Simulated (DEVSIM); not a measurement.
Device: Ni/La2O3/SiO2/n-Si capacitor, at 300 K.

| layer (left to right) | material | thickness (nm) | Nd (cm⁻³) |
|---|---|---|---|
| 1 | La2O3 | 13.0 | - |
| 2 | SiO2 | 0.550 | - |
| 3 | Si | 380 | 2.3e18 |

Metal gate on the left, work function 5.1 eV. Fixed charge at the semiconductor interface 2.6e12 cm⁻² (in units of +e); no interface traps.

This is a model device: material constants are rounded textbook-type values typed into the input, and sizes, dopings and lifetimes were drawn at random. Values at 300 K.

```
parameter      La2O3  SiO2       Si
-------------  -----  ----  -------
gap (eV)         5.8     9    1.124
affinity (eV)    1.8   0.9     4.05
permittivity      27   3.9     11.7
Nc (cm⁻³)          -     -  2.86e19
Nv (cm⁻³)          -     -   3.1e19
```

Simulated with DEVSIM: 1D Poisson equation in equilibrium, Boltzmann statistics, complete ionisation; no quantum confinement or tunnelling. Metal contacts follow the ideal Schottky-Mott rule: no Fermi-level pinning, no interface dipoles.

Problem. Tabulate band edges, carrier densities and field at -0.2 V on the gate.

Solution. Energies count from the Fermi level of the right contact; mesh points crowd at the junctions.

| x (μm) | Ec (eV) | Ev (eV) | n (cm⁻³) | p (cm⁻³) | field (V/cm) |
|---|---|---|---|---|---|
| 0.000 | 3.500 | -2.300 | < 1e2 | < 1e2 | -420000 |
| 0.001055 | 3.456 | -2.344 | < 1e2 | < 1e2 | -420000 |
| 0.002772 | 3.384 | -2.417 | < 1e2 | < 1e2 | -420000 |
| 0.005882 | 3.253 | -2.547 | < 1e2 | < 1e2 | -420000 |
| 0.01035 | 3.065 | -2.735 | < 1e2 | < 1e2 | -420000 |
| 0.01202 | 2.995 | -2.805 | < 1e2 | < 1e2 | -420000 |
| 0.01304 | 3.837 | -5.162 | < 1e2 | < 1e2 | -2900000 |
| 0.01359 | 0.541 | -0.583 | 2.4e10 | 4.9e9 | -570000 |
| 0.01475 | 0.477 | -0.647 | 2.7e11 | 4.2e8 | -520000 |
| 0.01703 | 0.367 | -0.757 | 2.0e13 | 6000000 | -440000 |
| 0.02150 | 0.205 | -0.919 | 1.0e16 | 11000 | -280000 |
| 0.03427 | 0.068 | -1.056 | 2.1e18 | < 1e2 | -10000 |
| 0.05532 | 0.065 | -1.059 | 2.3e18 | < 1e2 | ≈ 0 |
| 0.09382 | 0.065 | -1.059 | 2.3e18 | < 1e2 | ≈ 0 |
| 0.2099 | 0.065 | -1.059 | 2.3e18 | < 1e2 | ≈ 0 |
| 0.2973 | 0.065 | -1.059 | 2.3e18 | < 1e2 | ≈ 0 |
| 0.3450 | 0.065 | -1.059 | 2.3e18 | < 1e2 | ≈ 0 |
| 0.3694 | 0.065 | -1.059 | 2.3e18 | < 1e2 | ≈ 0 |
| 0.3842 | 0.065 | -1.059 | 2.3e18 | < 1e2 | ≈ 0 |
| 0.3893 | 0.065 | -1.059 | 2.3e18 | < 1e2 | ≈ 0 |
| 0.3920 | 0.065 | -1.059 | 2.3e18 | < 1e2 | ≈ 0 |
| 0.3936 | 0.065 | -1.059 | 2.3e18 | < 1e2 | ≈ 0 |
